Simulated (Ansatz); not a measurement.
## The (0001) surface of hcp Os in its 1x1 cell, outermost plane spacing 2.17 Å in the ideal cut

Computed with r2SCAN, at the PBE geometry (plane waves to 500 eV, PAW; Ansatz, a program for electronic structure).

Model: 6-atom slab, 10.9 Å thick at the start, 16x16x1 mesh, Fermi-Dirac 0.1 eV, dipole correction, single point; on the structure that PBE left under its start's symmetry; no spin, no spin-orbit, no U.

```json
{
  "surface energy (mean of both faces)": "3.20 J/m²",
  "work_function_of_the_top_face": "5.36 eV",
  "cost": "around 30 core-seconds (rough)"
}
```
